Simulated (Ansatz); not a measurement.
Ansatz (an electronic-structure program) run on LuGa5Co (P1, 7 atoms in the cell): self-consistent single point.

Method: PBEsol, PAW files made with PBE (plane waves; Ansatz).

The change in words: atoms moved at random. Reference geometry:
```
CELL_PARAMETERS angstrom
      4.20530     0.00000     0.00000
      0.00000     4.20530     0.00000
      0.00000     0.00000     6.75100
ATOMIC_POSITIONS crystal
  Lu 0.00000 0.00000 0.00000
  Ga 0.00000 0.50000 0.30773
  Ga 0.00000 0.50000 0.69227
  Ga 0.50000 0.00000 0.30773
  Ga 0.50000 0.00000 0.69227
  Ga 0.50000 0.50000 0.00000
  Co 0.00000 0.00000 0.50000
```

Reference input (self-consistent single point, DFT, PBEsol, plane waves, PAW files made with PBE): basis.ecutwfc = 30.9 Ry; kpoints.mp_grid.grid = 5 5 3; hamiltonian.xc = pbesol; hamiltonian.pseudopotentials = {kind: paw} (the program's default PAW files); scf.occupations.method = fermi_dirac; scf.occupations.width = 0.0073 Ry. This run's input differs from it in these lines:

Ansatz 0.2 input:
```diff
@@ -7,9 +7,9 @@
   atoms:
-    - { symbol: Lu, position: [0.000000, 0.000000, 0.000000] }
-    - { symbol: Ga, position: [0.000000, 0.500000, 0.307730] }
-    - { symbol: Ga, position: [0.000000, 0.500000, 0.692270] }
-    - { symbol: Ga, position: [0.500000, 0.000000, 0.307730] }
-    - { symbol: Ga, position: [0.500000, 0.000000, 0.692270] }
-    - { symbol: Ga, position: [0.500000, 0.500000, 0.000000] }
-    - { symbol: Co, position: [0.000000, 0.000000, 0.500000] }
+    - { symbol: Lu, position: [-0.005735, 0.001473, 0.010768] }
+    - { symbol: Ga, position: [-0.008206, 0.507496, 0.309692] }
+    - { symbol: Ga, position: [0.004695, 0.499517, 0.694744] }
+    - { symbol: Ga, position: [0.501414, -0.014494, 0.306239] }
+    - { symbol: Ga, position: [0.501668, -0.002811, 0.692530] }
+    - { symbol: Ga, position: [0.512913, 0.511363, -0.010071] }
+    - { symbol: Co, position: [-0.006748, -0.002544, 0.496098] }
 basis:
```

Output (repeated stretches shortened):

```
SCF iter   1: F=—  HF=-38427.648635 eV  |F-HF|=—  |Δ(HF+E_count)|=         —  Δρ=6.59e-2  dr2=1.47e1  ethr=3.10e-3  ⟨swp⟩=6.7  Hψ=9516  notcnv=0  defer=5
all-band conjugate gradients solve this SCF's bands
preconditioner: auto → Kerker (q_TF=auto, 2.679 Å⁻¹)
SCF iter   2: F=—  HF=-38425.766826 eV  |F-HF|=—  |Δ(HF+E_count)|=    1.88e0  Δρ=3.96e-2  dr2=5.77e0  ethr=3.10e-3  ⟨swp⟩=4.0  Hψ=5501  notcnv=0  defer=69
   [... lines left out ...]
SCF iter  12: F=—  HF=-38424.330088 eV  |F-HF|=—  |Δ(HF+E_count)|=   1.48e-6  Δρ=3.81e-5  dr2=2.33e-6  ethr=9.14e-9  ⟨swp⟩=2.4  Hψ=4126  notcnv=0  defer=69
SCF iter  13: F=—  HF=-38424.330088 eV  |F-HF|=—  |Δ(HF+E_count)|=   3.29e-7  Δρ=1.49e-5  dr2=1.37e-7  ethr=2.17e-9  ⟨swp⟩=3.0  Hψ=5645  notcnv=0  defer=69
SCF iter  14: F=—  HF=-38424.330087 eV  |F-HF|=—  |Δ(HF+E_count)|=   9.67e-8  Δρ=5.07e-6  dr2=4.97e-8  ethr=9.35e-11  ⟨swp⟩=16.1  Hψ=17840  notcnv=0
SCF iter  15: F=-38424.330087 eV  HF=-38424.330087 eV  |F-HF|=2.21e-8  |Δ(HF+E_count)|=   8.59e-9  Δρ=3.47e-6  dr2=2.51e-8  ethr=4.65e-11  ⟨swp⟩=6.0  Hψ=11337  notcnv=0
SCF 1 converged in 15 iterations: F = -38424.330087 eV  dr2 = 2.51e-8
Free energy (F): -38424.330087 eV
Internal energy: -38424.233055 eV  (E = F + TS)
E sigma→0 (E₀):  -38424.281571 eV
Entropy (-TS):   -0.097032 eV (-13.862 meV/atom)
Fermi energy:    12.825013 eV
--- Forces (eV/Å), atoms counted from 1 ---
  atom   1  Lu     0.41908760     0.22668796    -0.52552443
  atom   2  Ga     0.10340361    -0.38696239     0.05274812
  atom   3  Ga     0.00890396    -0.04060291    -0.07530369
  atom   4  Ga    -0.28049997     0.21252963     0.16116405
  atom   5  Ga    -0.16710259     0.07609670    -0.05080710
  atom   6  Ga    -0.34465962    -0.25084026     0.17838199
  atom   7  Co     0.26085675     0.16308112     0.25934834
--- Stress (GPa, compression-positive) ---
       -4.755557       0.043167      -0.026927
        0.043167      -4.738350       0.095877
       -0.026927       0.095877      -5.109420
  P = ⅓ Tr σ = -4.8678 GPa (-48.678 kbar)
  The stress holds the Pulay correction. Without it, at fixed plane waves, as pw.x and ABINIT print it: P = -4.9236 GPa
```

The run converged in 15 iterations. Against the reference run the free energy goes up by 10.0 meV/atom, the pressure goes from -5.13 to -4.87 GPa and the largest force goes from 0.027 to 0.709 eV/Å.

The starting cell comes from a database of computed structures (which also holds hypothetical and non-ambient phases and stackings), without a prior relaxation at this level. For this run, on top of that: atoms moved at random. Spin polarisation is off. With a pressure of about -5 GPa the cell is away from its equilibrium volume at this level. Ansatz's pressure includes its estimate of the finite-basis (Pulay) stress.
